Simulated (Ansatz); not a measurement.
Hf_Ti in rock-salt TiN (start: the Ti site; 64-site cell, 4×4×4 shifted sampling), N-rich (Δμ(Ti) = -3.43 eV, Δμ(Hf) = -3.51 eV, bounded by Hf3N4 (I-43d); only phases computed here count, gases as isolated molecules at 0 K). Computed with PBE, PAW (plane waves to 420 eV; Ansatz, an electronic-structure program). In charge state 0 (not spin-polarised) the formation energy is 0.47 eV. The crystal has 5.22 × 10^22 Ti sites per cm³.

Question: Estimate the equilibrium concentration at 1300 K in the dilute limit, leaving out vibrational entropy and degeneracy.

Answer: kT = 0.1120 eV; c = N exp(−E_f / kT) = 5.22 × 10^22 × exp(−4.2) ≈ 8 × 10^20 cm^-3. An error of 0.2 eV in E_f moves this by a factor of 6.
